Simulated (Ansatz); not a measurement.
Input:

```yaml
crystal:
  lattice:
    - [0.00000, 2.00172, 2.00172]
    - [2.00172, 0.00000, 2.00172]
    - [2.00172, 2.00172, 0.00000]
  atoms:
    - { symbol: Ag, position: [0.00000, 0.00000, 0.00000] }
```

These are PBEsol, rigid bands (plane waves, PAW, scalar-relativistic; Ansatz, a quantum-chemistry and plane-wave program) values and carry that method's errors. Condition of this run: hydrostatic pressure 5 GPa (the target of the relaxation). How the cell was made: cell and atoms relaxed with PBEsol, then loaded as said.

Predict the product ρ₀λ of resistivity and mean free path that follows from the Fermi surface's area.

8.2 ×10⁻¹⁶ Ω·m².

And the Drude plasma energy and the root-mean-square Fermi velocity at 300 K?

9.3 eV; 1.4e6 m/s.

A metal at this level (no band gap); rigid bands, thermally averaged at 300 K, both spins. Spin-orbit coupling is left out. τ is one relaxation time for all states; the product of resistivity and mean free path takes one path for all states instead.
